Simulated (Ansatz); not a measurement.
# Hypothetical P6_3/mmc Zr2BS, response to strain

Consider Zr₂BS (space group P6_3/mmc, No. 194; a = 3.481 Å, c = 12.185 Å; a hypothetical phase, not in the database extracts checked). Axes: x lies along a and z along c of the hexagonal cell.

Strains are applied to the cell and any free atomic positions relax; under biaxial strain the out-of-plane vector relaxes too.

The values are results of DFT with PBEsol, PAW potentials and a 420 eV plane-wave cutoff in Ansatz (a quantum-chemistry and plane-wave program), scalar-relativistic without spin-orbit coupling, not measurements.

Notes on the quantities. energy relative to the base: free energy F; pressure: mean of the normal stresses, compression positive.

| case | energy relative to the base | largest internal atomic displacement | volume per atom | pressure |
|---|---|---|---|---|
| base | 0 meV/atom | – | 15.99 Å³ | 0.0 GPa |
| biaxial strain −1.10 %, plane normal [001], relaxed out of plane | – | – | 15.74 Å³ | 2.3 GPa |
| isotropic strain +1.95 % | +25 meV/atom | 0.015 Å | 16.94 Å³ | -7.9 GPa |
| uniaxial strain ε_xx = +3.25 % | +14 meV/atom | 0.029 Å | 16.51 Å³ | -4.5 GPa |
| tensor shear ε_yz = −1.04 % | +2.8 meV/atom | 0.011 Å | 15.99 Å³ | 0.1 GPa |

Without a gap, meshes like the base's 15×15×4 leave anisotropic stresses uncertain by several tenths of a GPa, and small strain energies with them. Stability against distortions was not tested. All final runs are without spin polarisation.
